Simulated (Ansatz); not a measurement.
Structures of equal composition on the (111)B surface of zinc-blende GaP (P plane on top): 2x2 In adatom at H3; 2x2 In adatom at T4. The slabs share one bottom face, and each structure is named by its start. These are constructed structures in small cells; real faces may alloy, dewet or reconstruct in larger ones, and not all known structures of the face are among them. Slabs of about 13 Å with all that they carry, Fermi-Dirac smearing of 0.025 eV. Bottom of the slabs: H caps. Relaxed from the named starts with such symmetry as they have, on meshes of like density; energies extrapolated to zero smearing; no spin-orbit coupling, no U. Spin-polarised runs, if any, are marked in brackets, and their order is one that fits the cell; the others ran without spin. Where a second, spin-polarised start was run, the lower counts.

Host crystal: zinc-blende GaP, with a band gap (PBE, scalar-relativistic without spin-orbit coupling).

Computed with PBE (plane waves to 420 eV, PAW; Ansatz, a quantum-chemistry and plane-wave program).

Task: Order them by energy per 1x1 cell (lowest first) at the level PBE.

Result: 2x2 In adatom at H3 (0.000 eV, gap 0.36 eV on the mesh), 2x2 In adatom at T4 (0.031 eV, gap 0.33 eV on the mesh)
